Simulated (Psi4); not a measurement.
Psi4 1.11, PBE/def2-svp: Zr(F)3(Br) ([F][Zr]([F])([F])[Br]), 5 atoms. The geometry is a generated start, not checked to be a minimum at this level.

```
Item                                                 Result
--------------------------  -------------------------------
task                                                 energy
method                                                  pbe
basis                                              def2-svp
memory                                                 3 GB
maxiter                                                 100
keys of the molecule block                      symmetry c1
scf_type                                       df (default)
guess                        auto, which took SAD (default)
scf_initial_accelerator                     adiis (default)
e_convergence                               1e-06 (default)
d_convergence                               1e-06 (default)
dft_radial_points                              75 (default)
dft_spherical_points                          302 (default)
effective core potentials   those of the basis set, past Kr
basis functions                                         105
grid points                                          109377
```

```xyz
5

Zr     0.0556    -0.0998     0.1923
F      0.4464     1.2954     1.3241
F      1.5034    -1.1431    -0.2503
F     -1.4489    -1.0503     0.6538
Br    -0.5564     0.9977    -1.9198
```

Charge 0 and multiplicity 1 are set for this test and not shown to be the ground state.

One run each on 2 threads. Values of diis_max_vecs tried: 3, 6, 10 (default), 20.

Problem. Which value of diis_max_vecs needs the fewest SCF iterations, and what happens away from it?

Solution. Fewest SCF iterations, within one of each other: 6 with 11, 10 (default) with 10, 20 with 10. The count rises to 40 at 3. All converge to one solution.

```
diis_max_vecs  SCF iterations            end
-------------  --------------  -------------
3                          40  same solution
6                          11  same solution
10 (default)               10  same solution
20                         10  same solution
```
